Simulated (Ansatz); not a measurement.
# Relaxation of the atoms of Cs3NaPb4 (Cmcm, 16 atoms in the cell) at several settings

```yaml
crystal:
  lattice:
    - [3.63350, -8.64100, 0.00000]
    - [3.63350, 8.64100, 0.00000]
    - [0.00000, 0.00000, 11.07400]
  atoms:
    - { symbol: Pb, position: [0.17502, 0.27038, 0.25000] }
    - { symbol: Pb, position: [0.82498, 0.72962, 0.75000] }
    - { symbol: Pb, position: [0.27038, 0.17502, 0.75000] }
    - { symbol: Pb, position: [0.72962, 0.82498, 0.25000] }
    - { symbol: Cs, position: [0.23250, 0.76750, 0.25000] }
    - { symbol: Cs, position: [0.76750, 0.23250, 0.75000] }
    - { symbol: Na, position: [0.00000, 0.00000, 0.00000] }
    - { symbol: Na, position: [0.00000, 0.00000, 0.50000] }
    - { symbol: Cs, position: [0.61220, 0.38780, 0.44580] }
    - { symbol: Cs, position: [0.38780, 0.61220, 0.94580] }
    - { symbol: Cs, position: [0.38780, 0.61220, 0.55420] }
    - { symbol: Cs, position: [0.61220, 0.38780, 0.05420] }
    - { symbol: Pb, position: [0.82724, 0.17276, 0.38656] }
    - { symbol: Pb, position: [0.17276, 0.82724, 0.88656] }
    - { symbol: Pb, position: [0.17276, 0.82724, 0.61344] }
    - { symbol: Pb, position: [0.82724, 0.17276, 0.11344] }
```

Base: LDA (PW92), default PAW files made with PBE (Ansatz, a first-principles code). Its settings: kpoints.mp_grid.grid = 4 4 3; kpoints.mp_grid.shift = 0.5 0.5 0.5; hamiltonian.xc = lda; hamiltonian.pseudopotentials = {kind: paw} (the program's default PAW files); scf.occupations.method = cold; scf.occupations.width = 0.0073 Ry. Starting volume 43.46 Å³ per atom.

Each line gives the change from the base single point and the result:

- relax: default → atoms: pressure -0.85 GPa; largest force (vector length) 0.002 eV/Å; relaxation steps 6; free energy against the base single point -0.9 meV/atom.
- atoms moved at random; relax: default → atoms; relax.f_tol: default → 0.1 eV/Å: pressure -0.87 GPa; largest force (vector length) 0.023 eV/Å; relaxation steps 3; free energy against the base single point -0.8 meV/atom.
- atoms moved at random; scf.convergence.dr2_threshold: default (1e-07 eV) → 0.001 eV; relax: default → atoms; relax.f_tol: default → 0.03 eV/Å: pressure -0.87 GPa; largest force (vector length) 0.036 eV/Å; relaxation steps 3; free energy against the base single point -0.7 meV/atom.

The starting cell comes from a database of published, mostly measured structures (it also holds non-ambient and calculated ones), without a prior relaxation at this level. Ansatz's pressure includes its estimate of the finite-basis (Pulay) stress.

Keys are those of Ansatz 0.2.
